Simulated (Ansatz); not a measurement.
Seebeck coefficient (μV/K, mean over directions) of n-type monolayer PtSe₂ against carrier density, HSE06, rigid bands run with Ansatz (an electronic-structure program). Computed gap 1.94 eV; densities at which minority carriers matter at this gap, or further valleys turn the trend, are left out. Conductivity mass 0.31 mₑ (harmonic mean over directions), N_c = 2.0e13 cm⁻² at 300 K.

| electron density | 300 K | 500 K |
|---|---|---|
| 1.9e9 cm⁻² | -970 | -1019 |
| 1.9e10 cm⁻² | -771 | -820 |
| 1.9e11 cm⁻² | -573 | -622 |
| 5.7e11 cm⁻² | -478 | [?] |
| 1.9e12 cm⁻² | -374 | -424 |
| 5.7e12 cm⁻² | -280 | -329 |
| 1.9e13 cm⁻² | -177 | -227 |
| 5.7e13 cm⁻² | [?] | [?] |
| 1.9e14 cm⁻² | -48 | -74 |

Problem. Complete the blanks.

Solution. 
- 5.7e11 cm⁻², 500 K: -527
- 5.7e13 cm⁻², 300 K: -92
- 5.7e13 cm⁻², 500 K: -140

Rigid bands with a gap fixed in temperature, one relaxation time for all states, no polarons or phonon drag, and whether or not such doping can be reached. Spin-orbit coupling is left out; with 5d elements it also splits d-like band edges. Geometry: cell and atoms relaxed with PBE.

Model free-standing layer, not matched to a measured one here: monolayer PtSe2.
